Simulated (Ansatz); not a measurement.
For GaAs (model structure, within 0.1 Å of P6₄22, No. 181, 6 atoms in the cell), LDA (Ansatz, a quantum-chemistry and plane-wave program, plane waves, PAW) gives:

```
Property               Result
---------------  ------------
bulk modulus B0      78.8 GPa
cohesive energy  3.87 eV/atom
```

Q: What does r²SCAN (PAW; Ansatz) give for the same quantities?

A: 
- bulk modulus: 75.9 GPa (shrinks by 3.7 %)
- cohesive energy: 3.09 eV/atom (shrinks by 0.78 eV/atom)

Changes are worked out from the printed values.

Unless a cell is named, each level is at its own relaxed cell (LDA 19.90, r²SCAN 20.70 Å³/atom).

Caveats: the bulk modulus is −V dP/dV from two relaxed cells at ±2 % in volume (LDA, r²SCAN). Ansatz's density-functional and Hartree–Fock values are scalar-relativistic unless marked +SOC, with PAW data made under PBE.

A model structure was made by putting elements into a prototype or built by hand; it is no filed structure, need not be a known phase, and can be a saddle point held by its symmetry.
